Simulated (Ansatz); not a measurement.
The starting structures come from a database of crystals and need not be the phases stable at ambient conditions.

 Where the default PAW files enter, the runs use the earlier of Ansatz's two default sets.

Tunnelling through a barrier is set by its complex band structure: the current falls as exp(−2κd) with the smallest κ.

Consider the following.

```
BeLiBO3
1.0
    4.63760     0.00000     0.00000
    2.27096     4.12261     0.00000
   -1.79588    -1.57670     5.51100
Li Be B O
2 2 2 6
Direct
  0.25642   0.86723   0.66196
  0.74358   0.13277   0.33804
  0.64408   0.27400   0.84588
  0.35592   0.72600   0.15412
  0.92947   0.59941   0.77222
  0.07053   0.40059   0.22778
  0.67222   0.90229   0.76134
  0.32778   0.09771   0.23866
  0.87344   0.31285   0.70880
  0.12656   0.68715   0.29120
  0.25694   0.57815   0.84551
  0.74306   0.42185   0.15449
```

Space group of this cell: P-1. The cell is taken as given; by r2SCAN its mean pressure is -4.5 GPa.

Transport runs along the normal of the first two printed cell vectors.

The gap is the functional's own, uncorrected, and κ follows it; spin-orbit coupling is left out. Mid-gap values are interpolated between the computed energies.

Q: Give the band gap and the smallest decay constant κ at mid-gap that Ansatz (an electronic-structure program) with r2SCAN yields.

A: Gap 6.68 eV on a 8×8×6 mesh; κ = 0.477 1/Å, at the zone centre.
